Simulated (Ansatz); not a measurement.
Results of rVV10 (Ansatz, a program for electronic structure, PAW) for CsCl-type FeAl.

Run with plane-wave cutoff 520 eV, 18×18×18 k mesh, Fermi–Dirac smearing 0.05 eV, no spin polarisation, scalar-relativistic PAW data made under PBE.

Cell (relaxed at this level):

```
AlFe
1.0
    2.87465     0.00000     0.00000
    0.00000     2.87465     0.00000
    0.00000     0.00000     2.87465
Al Fe
1 1
Direct
  0.50000   0.50000   0.50000
  0.00000   0.00000   0.00000
```

Give the computed bulk modulus B0 and pressure derivative B′ of the bulk modulus.


bulk modulus B0: 180 GPa
pressure derivative B′ of the bulk modulus: 4.2

The run finds no gap.

Measured, for comparison: bulk modulus 152 GPa (room temperature, not corrected to a static lattice; as tabulated in Yamada et al. (2019), arXiv:1910.09660). Computed (rounded) less measured: bulk modulus +18 %.

Static lattice: no zero-point or thermal effects.

The result took about 60 core-seconds (a rough figure).
